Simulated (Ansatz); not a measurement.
A zone-centre phonon calculation of CaGe2Ru2 (I4/mmm, 5 atoms in the cell) with Ansatz (a quantum-chemistry and plane-wave program).

Method: LDA (PW92), default PAW files made with PBE (plane waves; Ansatz).

```
Ca(GeRu)2
1.0
   -2.13697     2.13697     4.99934
    2.13697    -2.13697     4.99934
    2.13697     2.13697    -4.99934
Ca Ge Ru
1 2 2
Direct
  0.00000   0.00000   0.00000
  0.36627   0.36627   0.00000
  0.63373   0.63373   0.00000
  0.75000   0.25000   0.50000
  0.25000   0.75000   0.50000
```

Reference input (self-consistent single point, DFT, LDA (PW92), plane waves, default PAW files made with PBE): basis.ecutwfc = 30.9 Ry; kpoints.mp_grid.grid = 8 8 8; hamiltonian.xc = lda; hamiltonian.pseudopotentials = {kind: paw} (the program's default PAW files); scf.occupations.method = gaussian; scf.occupations.width = 0.0073 Ry. This run's input differs from it in these lines:

Ansatz 0.2 input:
```diff
@@ -15,3 +15,3 @@
   mp_grid:
-    grid: [8, 8, 8]
+    grid: [7, 7, 7]
 hamiltonian:
@@ -24,6 +24,4 @@
     width: 0.0073 Ry
-output:
-  forces: true
-  eigenvalues: true
-  stress: true
+phonons:
+  method: dfpt
```

Output, abridged:

```
SCF iter   1: F=—  HF=-21723.181774 eV  |F-HF|=—  |Δ(HF+E_count)|=         —  Δρ=7.61e-3  dr2=4.80e-2  ethr=1.77e-3  ⟨swp⟩=6.7  Hψ=10644  notcnv=0
all-band conjugate gradients solve this SCF's bands
preconditioner: auto → Kerker (q_TF=auto, 2.610 Å⁻¹)
SCF iter   2: F=—  HF=-21723.173532 eV  |F-HF|=—  |Δ(HF+E_count)|=   8.24e-3  Δρ=4.25e-3  dr2=1.84e-2  ethr=6.85e-5  ⟨swp⟩=1.1  Hψ=3304  notcnv=0
   [... lines left out ...]
SCF iter   8: F=—  HF=-21723.169982 eV  |F-HF|=—  |Δ(HF+E_count)|=   1.76e-7  Δρ=4.59e-6  dr2=3.60e-8  ethr=1.25e-9  ⟨swp⟩=2.0  Hψ=3304  notcnv=0  defer=6
SCF iter   9: F=—  HF=-21723.169982 eV  |F-HF|=—  |Δ(HF+E_count)|=   1.50e-9  Δρ=1.28e-6  dr2=2.49e-9  ethr=5.15e-11  ⟨swp⟩=2.2  Hψ=4143  notcnv=0  defer=6
SCF iter  10: F=—  HF=-21723.169982 eV  |F-HF|=—  |Δ(HF+E_count)|=  3.35e-10  Δρ=3.01e-7  dr2=1.61e-10  ethr=3.56e-12  ⟨swp⟩=2.1  Hψ=3651  notcnv=0  defer=6
SCF iter  11: F=-21723.169982 eV  HF=-21723.169982 eV  |F-HF|=0.00e0  |Δ(HF+E_count)|=  3.64e-11  Δρ=7.58e-8  dr2=9.75e-12  ethr=1.00e-12  ⟨swp⟩=8.6  Hψ=13064  notcnv=0
SCF 1 converged in 11 iterations: F = -21723.169982 eV  dr2 = 9.75e-12
DFPT response loops at Γ: preconditioner auto → Kerker (q_TF=auto, 2.610 Å⁻¹) (partly filled bands, converged f_vac=0.000) …
Free energy (F): -21723.169982 eV
Internal energy: -21723.158551 eV  (E = F + TS)
E sigma→0 (E₀):  -21723.164267 eV
Entropy (-TS):   -0.011431 eV (-2.286 meV/atom)
Fermi energy:    13.140034 eV
--- Phonons (Γ-DFPT): 6 representative perturbations + reference, on 64 of 343 k-points (Σ response iterations 21) ---
  k mesh reduced under 4 symmetry operations, with k and −k counted as one. Each operation leaves every solved displacement unchanged or reverses it
  ASR residual: 1.992e-4 → 0.000e0 eV/Å²; symmetrization residual: 2.031e-5 eV/Å²
  ASR residual per site (eV/Å²): 1.99e-4 4.14e-5 4.14e-5 1.17e-4 1.17e-4
  Γ frequencies (cm⁻¹): 0.00 0.00 0.00 120.61 120.61 127.95 127.95 131.32 169.76 200.83 232.88 260.95 260.95 268.61 268.61
  non-analytic LO–TO correction: not included (Born effective charges unavailable; polar crystals: no LO–TO splitting at Γ)
```

The run converged in 11 iterations. 

Summary of the result:
* **Free energy E − TS (on the zero of these files)**: -21723.1700 eV
* **Fermi level (on the code's own zero)**: 13.14 eV
* **Zone-centre frequencies (cm⁻¹; negative means imaginary)**: 0, 0, 0, 121, 121, 128, 128, 131, 170, 201, 233, 261, 261, 269, 269

The starting cell comes from a database of computed structures (which also holds hypothetical and non-ambient phases and stackings), without a prior relaxation at this level. Its lattice was rescaled by up to half a per cent. Spin polarisation is off.

Cost on one core of a shared machine: roughly 3 min.
